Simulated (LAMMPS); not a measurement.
MD of SiC (zinc blende) at zero pressure, 1000 atoms, as a crystal; each row is its own run.

Computed with classical MD, pair style vashishta, file SiC.vashishta; code LAMMPS.

```
T (K)  volume (Å³/atom)
-----  ----------------
200              10.405
300              10.436
1300             10.762
2180             11.120
2610             11.365
3040             11.722
```

**Question.** Fit a straight line, y = a + b x, to these rows (x is the first column, y the second) and predict the run at x = 1740.

**Answer.** Least squares gives a = 10.271 and b = 0.0004347. At x = 1740 the fit predicts 11.027 Å³/atom. The run itself gave 10.927 ± 0.002 Å³/atom, so the fit is 0.92 % high.

Caution (rows 200; 300): nuclei are classical, which matters for such light atoms.

Caution (row 3040): this crystal lies over the melting point of about 2780 K that SiC.vashishta gives, so it is superheated.
